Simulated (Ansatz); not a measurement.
Formation energy of the bound charge states of V_Si+O_C in 3C silicon carbide (start: the Si site; C 1.90 Å away; 64-site cell, 2×2×2 shifted sampling) against the Fermi level, C-rich (Δμ(C) = 0.00 eV, Δμ(Si) = -0.41 eV, Δμ(O) = -3.97 eV, bounded by alpha cristobalite; only phases computed here count, gases as isolated molecules at 0 K). The numbers are results of PBE, PAW (plane waves to 420 eV; Ansatz, a program for electronic structure), not measurements.

Cell and caveats: 64-site cell; 2×2×2 shifted k-points; host gap 1.37 eV; charged states image-corrected; energies good to tenths of an eV; flagged in the runs: a strain field that reaches the edge of the cell.

Left out: charge −1 (carrier in host band states).

```tsv
E_F − E_VBM (eV)	q = +1	q = 0
0.00	5.37	5.88
0.17	5.54	5.88
0.34	5.71	5.88
0.51	5.88	5.88
0.69	6.06	5.88
0.86	6.23	5.88
1.03	6.40	5.88
1.20	6.57	5.88
1.37	6.74	5.88
```

Crossings of the lowest lines: (+1/0) at 0.51 eV.
